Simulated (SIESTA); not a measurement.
Band structure of MgS (Fm-3m, 2 atoms in the cell).

```
CELL_PARAMETERS angstrom
      0.00000     2.61924     2.61924
      2.61924     0.00000     2.61924
      2.61924     2.61924     0.00000
ATOMIC_POSITIONS crystal
  Mg 0.00000 0.00000 0.00000
  S  0.50000 0.50000 0.50000
```

Method of the run: GGA PBE, numerical atomic orbitals DZP, PseudoDojo PBE standard norm-conserving potentials (rewritten from UPF to PSML) (SIESTA).

Settings: XC.functional = GGA; XC.authors = PBE; potentials = PseudoDojo PBE standard; PAO.BasisSize = DZP; PAO.EnergyShift = 0.01 Ry; MeshCutoff = 300 Ry; kgrid.MonkhorstPack = 7 7 7; OccupationFunction = FD; ElectronicTemperature = 232.09 K; MaxSCFIterations = 150; SCF.Mixer.Method = Pulay; SCF.Mixer.Weight = 0.2; SCF.Mixer.History = 6; SCF.DM.Tolerance = 1.0E-04.

The starting cell comes from a database of computed structures (which also holds hypothetical and non-ambient phases and stackings), without a prior relaxation at this level. Its lattice was rescaled by a random factor within 2.5 % of one. Values carry the incompleteness of an atom-centred basis.

Predict the gap along the standard path and the places of the band edges.

The gap along the path is 2.65 eV, from Γ to X; the smallest direct gap on it is 3.69 eV.

Levels in eV from the top of the valence band on the path, bands 5 to 9:
```json
[
 {"point": "Γ", "5": "-12.61", "6": "0.00", "7": "0.00", "8": "0.00", "9": "3.69"},
 {"point": "X", "5": "-10.94", "6": "-4.12", "7": "-1.65", "8": "-1.65", "9": "2.65"},
 {"point": "W", "5": "-10.89", "6": "-3.17", "7": "-3.17", "8": "-2.38", "9": "5.20"},
 {"point": "K", "5": "-10.93", "6": "-3.63", "7": "-3.17", "8": "-1.33", "9": "3.99"},
 {"point": "L", "5": "-11.29", "6": "-4.85", "7": "-0.55", "8": "-0.55", "9": "4.76"},
 {"point": "U", "5": "-10.93", "6": "-3.63", "7": "-3.17", "8": "-1.33", "9": "3.99"}
]
```

Higher empty bands are left out: an atom-centred basis made for the valence describes them poorly.
